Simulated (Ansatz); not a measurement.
# A computed series for SnPbO3: response to strain

Take SnPbO$_{3}$ in the cubic perovskite structure (space group Pm-3m, No. 221; a cell from a computed database, its experimental status unchecked) as the base.

```xyz
5
Lattice="4.0724 0.0000 0.0000 0.0000 4.0724 0.0000 0.0000 0.0000 4.0724" Properties=species:S:1:pos:R:3 pbc="T T T"
Sn     2.0362     2.0362     2.0362
Pb     0.0000     0.0000     0.0000
O      2.0362     2.0362     0.0000
O      0.0000     2.0362     2.0362
O      2.0362     0.0000     2.0362
```

Cartesian axes are those of the cell as printed.

Strains are applied to the cell and any free atomic positions relax; under biaxial strain the out-of-plane vector relaxes too; under stress the whole cell relaxes.

Levels (all Ansatz, a first-principles code, PAW): PBEsol (420 eV, spin-orbit coupling left out); HSE06 (420 eV, scalar-relativistic without spin-orbit coupling).

Band gaps by level, all at the geometries relaxed with PBEsol:

| case | PBEsol | HSE06 |
|---|---|---|
| base | 1.41 eV | 3.16 eV |
| biaxial strain −1.55 %, plane normal [110], relaxed out of plane | 1.63 eV | 3.28 eV |
| uniaxial strain ε_xx = +1.73 % | 1.17 eV | 2.93 eV |
| uniaxial stress, 2 GPa compression along z | 1.45 eV | 3.15 eV |

Single points use the geometry relaxed with PBEsol. HSE06 was sampled on its mesh, a few special points and the semilocal edge points, so its gap is an upper bound. Spin-orbit coupling, missing from the scalar runs, can matter with Pb. Beyond what the load breaks, stability against distortions was not tested. Many cubic perovskites are stable only at high temperature; tilts and polar distortions were not tested.
